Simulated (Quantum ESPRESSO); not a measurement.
Density of states of MgSb2 (Amm2, 6 atoms in the cell).

```
CELL_PARAMETERS angstrom
      5.43183     0.00000     0.00000
      0.00000     1.65186     8.60040
      0.00000    -1.65186     8.60040
ATOMIC_POSITIONS crystal
  Mg 0.50000 0.89089 0.89089
  Mg 0.50000 0.21758 0.21758
  Sb 0.00000 0.99807 0.99807
  Sb 0.00000 0.67201 0.67201
  Sb 0.00000 0.33989 0.33989
  Sb 0.50000 0.54821 0.54821
```

Level of theory: PBEsol, SSSP 1.1.2 efficiency (PBE) pseudopotentials (plane waves; Quantum ESPRESSO).

SCF settings: ecutwfc = 40 Ry; ecutrho = 320 Ry; occupations = smearing; smearing = fermi-dirac; degauss = 0.0073499 Ry; input_dft = pbesol; potentials = {Mg: Mg.pbe-n-kjpaw_psl.0.3.0.UPF, Sb: sb_pbe_v1.4.uspp.F.UPF}; K_POINTS = automatic 3 5 5 0 0 0; conv_thr = 1e-11 Ry. Keys of the DOS step: nscf.calculation = nscf; nscf.verbosity = high; nscf.nbnd = 41; nscf.startingwfc = random; nscf.diago_thr_init = 1e-06; nscf.diagonalization = cg; nscf.K_POINTS = automatic 5 8 8 0 0 0; dos.x.fildos = dos.dat; dos.x.Emin = -15 eV; dos.x.Emax = 30 eV; dos.x.DeltaE = 0.05 eV; dos.x.ngauss = 0; dos.x.degauss = 0.02205 Ry.

The starting cell comes from a database of computed structures (which also holds hypothetical and non-ambient phases and stackings), without a prior relaxation at this level. Spin-orbit coupling is off. The run gives no clean gap (levels at the Fermi energy touch, overlap or are partly filled at this smearing), which alone does not show that the compound is a metal.

Total DOS (both spins), as means of the tabulated values in each energy bin; the zero is the program's Fermi level or highest filled level, and the curve is cut to this window:

(E (eV), states/eV/cell): (-7.80, 1.71); (-7.40, 0.46); (-7.00, 0.03); (-6.60, 0.01); (-6.20, 0.15); (-5.80, 0.39); (-5.40, 1.21); (-5.00, 2.48); (-4.60, 2.88); (-4.20, 3.00); (-3.80, 2.76); (-3.40, 3.10); (-3.00, 2.95); (-2.60, 2.83); (-2.20, 2.96); (-1.80, 3.06); (-1.40, 2.71); (-1.00, 3.18); (-0.60, 3.23); (-0.20, 3.06); (0.20, 3.13); (0.60, 3.47); (1.00, 3.64); (1.40, 3.62); (1.80, 4.07); (2.20, 3.78); (2.60, 3.79)

Around zero the curve holds about 3.0 states/eV/cell.
